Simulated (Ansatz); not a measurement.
Input and output of a self-consistent single point for a (110) slab of CsH (cut from a parent of space group no. 221; 8 atoms in the cell) (Ansatz, a quantum-chemistry and plane-wave program).

Computed with LDA (PW92), default PAW files made with PBE (plane waves; Ansatz).

```yaml
crystal:
  lattice:
    - [3.79932, 0.00000, 0.00000]
    - [0.00000, 5.37305, 0.00000]
    - [0.00000, 0.00000, 22.05959]
  atoms:
    - { symbol: Cs, position: [0.00000, 0.25000, 0.31732] }
    - { symbol: H, position: [0.50000, 0.75000, 0.31732] }
    - { symbol: Cs, position: [0.00000, 0.75000, 0.43911] }
    - { symbol: H, position: [0.50000, 0.25000, 0.43911] }
    - { symbol: Cs, position: [0.00000, 0.25000, 0.56089] }
    - { symbol: H, position: [0.50000, 0.75000, 0.56089] }
    - { symbol: Cs, position: [0.00000, 0.75000, 0.68268] }
    - { symbol: H, position: [0.50000, 0.25000, 0.68268] }
```

Reference input (self-consistent single point, DFT, LDA (PW92), plane waves, default PAW files made with PBE): basis.ecutwfc = 420 eV; kpoints.mp_grid.grid = 6 4 1; hamiltonian.xc = lda; hamiltonian.pseudopotentials = {kind: paw} (the program's default PAW files); scf.occupations.method = fermi_dirac; scf.occupations.width = 0.05 eV. This run's input differs from it in these lines:

Ansatz 0.2 input:
```diff
@@ -17,3 +17,3 @@
 kpoints:
-  mp_grid: { grid: [6, 4, 1] }
+  mp_grid: { grid: [6, 5, 1] }
 hamiltonian:
```

Output (repeated stretches shortened):

```
SCF iter   1: F=—  HF=-22083.047528 eV  |F-HF|=—  |Δ(HF+E_count)|=         —  Δρ=6.06e-3  dr2=2.29e-1  ethr=1.77e-3  ⟨swp⟩=15.0  Hψ=2649  notcnv=0
all-band conjugate gradients solve this SCF's bands
preconditioner: auto → Resta (q_TF=auto, 1.822 Å⁻¹)
SCF iter   2: F=—  HF=-22082.977312 eV  |F-HF|=—  |Δ(HF+E_count)|=   7.02e-2  Δρ=1.65e-3  dr2=1.42e-2  ethr=5.72e-4  ⟨swp⟩=2.7  Hψ=573  notcnv=0  defer=26
   [... lines left out ...]
SCF iter   4: F=—  HF=-22082.975654 eV  |F-HF|=—  |Δ(HF+E_count)|=   3.81e-4  Δρ=1.35e-4  dr2=1.14e-4  ethr=2.05e-6  ⟨swp⟩=2.4  Hψ=517  notcnv=0  defer=27
SCF iter   5: F=—  HF=-22082.975690 eV  |F-HF|=—  |Δ(HF+E_count)|=   3.59e-5  Δρ=2.01e-5  dr2=2.76e-6  ethr=2.84e-7  ⟨swp⟩=2.5  Hψ=528  notcnv=0  defer=27
SCF iter   6: F=—  HF=-22082.975626 eV  |F-HF|=—  |Δ(HF+E_count)|=   6.42e-5  Δρ=5.81e-6  dr2=1.90e-7  ethr=6.90e-9  ⟨swp⟩=2.0  Hψ=525  notcnv=0  defer=27
SCF iter   7: F=-22082.975626 eV  HF=-22082.975626 eV  |F-HF|=3.02e-9  |Δ(HF+E_count)|=   2.38e-7  Δρ=1.23e-6  dr2=1.00e-8  ethr=2.50e-10  ⟨swp⟩=12.8  Hψ=1751  notcnv=0
SCF 1 converged in 7 iterations: F = -22082.975626 eV  dr2 = 1.00e-8
Free energy (F): -22082.975626 eV
Internal energy: -22082.975626 eV  (E = F + TS)
E sigma→0 (E₀):  -22082.975626 eV
Fermi energy:    1.561787 eV
--- Forces (eV/Å), atoms counted from 1 ---
  atom   1  Cs     0.00000000     0.00000000     0.10144373
  atom   2  H      0.00000000     0.00000000     0.20666998
  atom   3  Cs     0.00000000     0.00000000    -0.03536477
  atom   4  H      0.00000000     0.00000000    -0.06087915
  atom   5  Cs     0.00000000     0.00000000     0.03536477
  atom   6  H      0.00000000     0.00000000     0.06087915
  atom   7  Cs     0.00000000     0.00000000    -0.10144373
  atom   8  H      0.00000000     0.00000000    -0.20666998
--- Stress (GPa, compression-positive) ---
       -0.592601       0.000000       0.000000
        0.000000      -1.614163       0.000000
        0.000000       0.000000      -0.791573
  P = ⅓ Tr σ = -0.9994 GPa (-9.994 kbar)
  The stress holds the Pulay correction. Without it, at fixed plane waves, as pw.x and ABINIT print it: P = -1.0121 GPa
```

The run converged in 7 iterations. Against the reference run the free energy is nearly the same (within 1 meV/atom), the largest force stays at 0.207 eV/Å and the gap on the mesh goes from 2.274 to 2.255 eV.

The starting cell comes from a database of computed structures (which also holds hypothetical and non-ambient phases and stackings), without a prior relaxation at this level. The slab is cut from that crystal, and its faces are unrelaxed. Its lattice was rescaled by up to half a per cent.
